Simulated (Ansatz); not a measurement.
CaO (P6₃/mmc, No. 194, 4 atoms in the cell; start mp-545512; a measured phase of this formula has another space group), treated with r²SCAN0 (Ansatz, a first-principles code, plane waves, PAW).

Settings: plane-wave cutoff 520 eV, 9×9×6 k mesh (along the axes of the cell as run), Fermi–Dirac smearing 0.01 eV, scalar-relativistic PAW data made under PBE.

Cell (relaxed with PBEsol):

```
CELL_PARAMETERS angstrom
      3.95620     0.00000     0.00000
     -1.97810     3.42617     0.00000
      0.00000     0.00000     4.74324
ATOMIC_POSITIONS crystal
  Ca 0.33333 0.66667 0.75000
  Ca 0.66667 0.33333 0.25000
  O  0.33333 0.66667 0.25000
  O  0.66667 0.33333 0.75000
```

Q: What does this level give for the band gap?

A: 
- band gap = 5.61 eV (on the SCF k mesh)

Note: cell and atoms aren't relaxed at this level (pressure 1.0 GPa).

The computed numbers hold no vibrational or temperature effects.

It cost roughly 4 core-minutes of CPU time.

A start named mp-… is a Materials Project structure, which need not be a measured phase.
